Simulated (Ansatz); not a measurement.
Defect: Cd vacancy in wurtzite CdS, charge state -2. Calculation: PBE, PAW (plane waves to 420 eV; Ansatz, a first-principles code).

Cell of 72 host sites held at the relaxed PBE lattice; one k-point at (0.125, 0.250, 0.250); Fermi-Dirac width 0.01 eV, spin-restricted; finite-size errors left in. Static, classical nuclei. The charge state is imposed; whether it is stable for some Fermi level was not computed. Forms of the defect that were not tried may lie lower.

Barriers: single points on a 2×2×2 k-point mesh shifted by half a step along c at the bands' geometries.

The step: one Cd atom jumps into the vacancy from a nearby Cd site. Atoms about the jump, Cartesian Å from the middle of the jump, before and after:

```
atom     x0     y0     z0     x1     y1     z1
----  -----  -----  -----  -----  -----  -----
Cd1    1.01  -1.73   0.00  -1.01   1.73   0.00
S2    -0.99  -0.42  -0.74  -0.90  -0.64  -0.75
S3     1.00   2.98  -0.75   1.10   3.04  -0.78
S4     3.20  -0.58  -0.78   3.11  -0.65  -0.76
S5     1.09  -1.78   2.61   1.10  -1.78   2.50
S6    -1.00   1.86   2.50  -1.01   1.84   2.61
```

Predict the transition state.


```json
[
 {"atom": "Cd1", "x": "0.52", "y": "0.27", "z": "0.41"},
 {"atom": "S2", "x": "-1.26", "y": "-0.72", "z": "-0.95"},
 {"atom": "S3", "x": "1.12", "y": "2.81", "z": "-0.69"},
 {"atom": "S4", "x": "3.03", "y": "-0.49", "z": "-0.70"},
 {"atom": "S5", "x": "1.06", "y": "-1.59", "z": "2.50"},
 {"atom": "S6", "x": "-0.87", "y": "1.72", "z": "2.50"}
]
```
It lies 0.94 eV above the start and 0.94 eV above the end. The saddle point's order was not checked.
